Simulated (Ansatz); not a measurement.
In₃SbTe₂ (Immm, No. 71, 6 atoms in the cell; start mp-1223976) was calculated with PBEsol (plane waves, PAW; Ansatz, a program for electronic structure).

Settings: plane-wave cutoff 520 eV, 16×16×16 k mesh, Fermi–Dirac smearing 0.05 eV, scalar-relativistic PAW data made under PBE.

Cell (relaxed at this level):

Space group Immm (No. 71); a = 4.326 Å, b = 6.089 Å, c = 12.968 Å, α = 90.00°, β = 90.00°, γ = 90.00°

```csv
atom,site,symmetry,x,y,z
In,2a,mmm,0.0000,0.0000,0.0000
In,4i,mm2,0.0000,0.0000,0.3405
Sb,2d,mmm,0.0000,0.5000,0.0000
Te,4j,mm2,0.5000,0.0000,0.1716
```
(The calculation used a cell of 6 atoms; values per cell refer to that cell.)

Question: Predict the bulk modulus B0.

Answer: 
- bulk modulus B0: 51.9 GPa

The run finds no gap.

Note: the bulk modulus is −V dP/dV from two relaxed cells at ±2 % in volume; the relaxation could not lower the start's symmetry, so the cell can be a saddle point above a distorted one.

Spin–orbit coupling is not included; it can open a gap where bands touch, and shift volumes and moduli.

A start named mp-… is a Materials Project structure, which need not be a measured phase.
